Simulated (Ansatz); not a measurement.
Levels about the gap of amorphous Ta$_{16}$O$_{43}$Al$_{2}$ (61 atoms in a cell of 880 Å³, 6.86 g/cm³; zone centre alone, so wide bands show as single levels with stretches between that a denser mesh fills), at the geometry that PBE relaxed, where it gives 0.0 GPa on a denser mesh. The participation number counts the atoms over which a state spreads; weights are charges in smoothed Voronoi cells. The levels come from a single point, so bond lengths are those of that geometry. Method of the levels: PBE, scalar-relativistic without spin-orbit coupling (Ansatz, a program for electronic structure). Sampling: the zone centre alone; Fermi-Dirac width 0.02 eV; no spin polarisation. At PBE the levels at the filled edge of the gap are localised (band-tail or defect states).

The cell was made by melting and quenching with the CHGNet potential and then relaxed with DFT. O atoms were pushed apart under 1.9 Å during the dynamics, to hinder bonds among them. The hot cell started wider than the set density and was brought back towards it in steps. It is the lowest in DFT energy of 2 quenches. It is a model cell: composition and starting density were chosen by hand, and all elements were melted together. No dispersion term was used. Its density started from a set value of 7.12 and ended at 6.86 g/cm³. The quench (nominally 240 K/ps over its main leg) was far faster than any real one, so the model tends to hold more defects than a real film. Values belong to this one cell and scatter from quench to quench. The volume was free in the relaxation, at fixed shape. Stress components on the final sampling reach 1.7 GPa.

| E - E(highest filled), eV | filling | participation number | largest on | weight O | weight Ta | weight Al |
|---|---|---|---|---|---|---|
| -0.42 | filled | 21.7 | O, 3 neighbours | 0.95 | 0.04 | 0.00 |
| -0.34 | filled | 16.9 | O, 2 neighbours | 0.96 | 0.04 | 0.00 |
| -0.31 | filled | 23.8 | O, 2 neighbours | 0.96 | 0.04 | 0.00 |
| -0.27 | filled | 20.5 | O, 3 neighbours | 0.96 | 0.04 | 0.00 |
| -0.24 | filled | 22.6 | O, 2 neighbours | 0.96 | 0.04 | 0.00 |
| -0.08 | filled | 8.1 | O, 2 neighbours | 0.95 | 0.04 | 0.00 |
| 0.00 | filled | 5.1 | O, 3 neighbours | 0.95 | 0.04 | 0.01 |
| 3.24 | empty | 14.5 | Ta, 6 neighbours | 0.34 | 0.66 | 0.01 |
| 3.35 | empty | 14.5 | Ta, 7 neighbours | 0.38 | 0.62 | 0.00 |
| 3.42 | empty | 23.7 | Ta, 6 neighbours | 0.34 | 0.66 | 0.00 |
| 3.48 | empty | 20.5 | Ta, 6 neighbours | 0.34 | 0.66 | 0.00 |
| 3.50 | empty | 18.8 | Ta, 7 neighbours | 0.36 | 0.64 | 0.00 |
| 3.64 | empty | 16.4 | Ta, 6 neighbours | 0.35 | 0.65 | 0.00 |
| 3.76 | empty | 17.3 | Ta, 5 neighbours | 0.36 | 0.64 | 0.00 |

Most localised among these is the filled level at +0.00 eV, on a O atom, which has 3 neighbours (Al 1.80 Å, Ta 1.97 Å, Ta 2.26 Å).
